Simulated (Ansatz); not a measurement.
The starting structures come from a database of crystals and need not be the phases stable at ambient conditions.

The decay constant κ of evanescent states in the gap governs leakage through a thin film.

Consider the following.

```
CELL_PARAMETERS angstrom
      4.26824     0.00000     0.00000
      0.00000     6.16737    -0.03502
      0.00000    -1.34841     3.88409
ATOMIC_POSITIONS crystal
  Pb 0.25000 0.25366 0.12683
  Pb 0.75000 0.74634 0.87317
  S  0.25000 0.71868 0.35934
  S  0.75000 0.28132 0.64066
```

The cell was relaxed by PBE-D3(BJ); by r2SCAN it stands under a pressure of 1.2 GPa.

Transport runs along the normal of the first two printed cell vectors.

The gap is the functional's own, uncorrected, and κ follows it; spin-orbit coupling is left out. Mid-gap means the computed energy nearest the middle.

Estimate the band gap and the smallest decay constant κ at mid-gap that r2SCAN run with Ansatz (a quantum-chemistry and plane-wave program) returns for this system.

Gap 1.38 eV on a 8×8×8 mesh; κ = 0.139 1/Å, at (0.000, 0.167) of the in-plane reciprocal vectors. At the zone centre the slowest state has κ = 0.25 1/Å.
